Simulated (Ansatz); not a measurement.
The starting structures come from a database of crystals and need not be the phases stable at ambient conditions.

## Evanescent states of Mg(AlS$_{2}$)$_{2}$ (R-3m, not sure to be the ambient phase, 7 atoms a cell, 20.2 Å³ an atom) along the normal of (110)

All values below come from r2SCAN (plane waves, PAW; Ansatz, an electronic-structure program).

The gap is the functional's own. No spin-orbit coupling. Mid-gap values are interpolated on the energy grid.

Energies count from the valence-band top; κ is the least over a 6×4 mesh across the current.

```json
[
 {"E (eV)": "0.07", "κ (1/Å)": "0.075", "where": "Γ"},
 {"E (eV)": "0.20", "κ (1/Å)": "0.126", "where": "Γ"},
 {"E (eV)": "0.33", "κ (1/Å)": "0.157", "where": "Γ"},
 {"E (eV)": "0.46", "κ (1/Å)": "0.181", "where": "Γ"},
 {"E (eV)": "0.58", "κ (1/Å)": "0.199", "where": "Γ"},
 {"E (eV)": "0.71", "κ (1/Å)": "0.212", "where": "Γ"},
 {"E (eV)": "0.84", "κ (1/Å)": "0.223", "where": "Γ"},
 {"E (eV)": "0.97", "κ (1/Å)": "0.230", "where": "Γ"},
 {"E (eV)": "1.10", "κ (1/Å)": "0.233", "where": "Γ"},
 {"E (eV)": "1.24", "κ (1/Å)": "0.234", "where": "off Γ"},
 {"E (eV)": "1.36", "κ (1/Å)": "0.224", "where": "off Γ"},
 {"E (eV)": "1.50", "κ (1/Å)": "0.214", "where": "off Γ"},
 {"E (eV)": "1.62", "κ (1/Å)": "0.203", "where": "off Γ"},
 {"E (eV)": "1.75", "κ (1/Å)": "0.190", "where": "off Γ"},
 {"E (eV)": "1.89", "κ (1/Å)": "0.175", "where": "off Γ"},
 {"E (eV)": "2.02", "κ (1/Å)": "0.158", "where": "off Γ"},
 {"E (eV)": "2.15", "κ (1/Å)": "0.137", "where": "off Γ"},
 {"E (eV)": "2.27", "κ (1/Å)": "0.111", "where": "off Γ"},
 {"E (eV)": "2.40", "κ (1/Å)": "0.073", "where": "off Γ"}
]
```

Question: How thick must the barrier be to attenuate the transmission by 10^8 when the electrodes' Fermi level lies at 0.33 eV, and what attenuation does that film give at 0.07 eV?

Answer: d = 8 ln 10 / (2 × 0.157) = 58.7 Å. At 0.07 eV it gives 8 × 0.075/0.157 = 3.8 decades.
